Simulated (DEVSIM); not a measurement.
System: illuminated Si p-on-n cell, one wavelength, at 400 K.

```csv
layer (left to right),material,thickness (μm),Nd (cm⁻³),Na (cm⁻³),τn (s),τp (s),absorption coefficient (cm⁻¹)
1,Si,0.710,-,9.8e18,0.0002,1.1e-5,44000
2,Si,44.0,3.2e15,-,0.00038,0.00038,44000
```

Left contact: ohmic, minority electron recombination velocity 20000 cm/s. Right contact: ohmic, minority hole recombination velocity 30 cm/s. Voltage is applied to the left contact. Recombination: SRH at mid-gap, radiative, Auger. Gap narrowing is on: ΔEg = 6.92 meV × (l + √(l² + 0.5)), l = ln(N/1.3e17 cm⁻³), shared equally by both band edges. Light enters at the left, 2.9e16 photons cm⁻² s⁻¹, one pass, no reflection. Mobility is μmin + (μ − μmin)/(1 + (N/Nref)^α).

Constants are typed, rounded textbook-type inputs, not results; the design itself was drawn at random and stands for no fabricated device. Values at 300 K; Nc and Nv go as T^1.5, mobilities as T to minus their exponent, the gap by Varshni's rule with the affinity fixed.

```csv
parameter,Si
gap (eV),1.124
affinity (eV),4.05
permittivity,11.7
Nc (cm⁻³),2.86e19
Nv (cm⁻³),3.1e19
μn (cm²/Vs),1417
μp (cm²/Vs),470
"μn,min",52
"μp,min",45
"Nref,n",9.7e16
"Nref,p",2.2e17
αn,0.68
αp,0.72
T exponent of μn,2.3
T exponent of μp,2.2
B (cm³/s),4.7e-15
Cn (cm⁶/s),2.8e-31
Cp (cm⁶/s),9.9e-32
Varshni α (eV/K),0.000473
Varshni β (K),636
```

Model (solved in DEVSIM): 1D drift-diffusion, Boltzmann statistics, complete ionisation; no tunnelling, impact ionisation, image-force lowering or self-heating.

The temperature was swept, all else fixed.

| temperature (K) | largest field in the device at zero bias (V/cm) | fill factor | dark forward voltage at 1 A/cm² (V) | open-circuit voltage (V) |
|---|---|---|---|---|
| 250 | 98000 | 0.86 | 0.817 | 0.694 |
| 300 | 120000 | 0.82 | 0.736 | 0.586 |
| 350 | 130000 | 0.77 | 0.650 | 0.474 |
| 400 | 150000 | 0.70 | 0.561 | 0.359 |
| 450 | 160000 | 0.59 | 0.469 | 0.241 |
| 500 | 170000 | 0.44 | 0.374 | 0.125 |

From the first row to the last the largest field in the device at zero bias goes from 98000 to 170000. From the first row to the last the fill factor goes from 0.86 to 0.44.
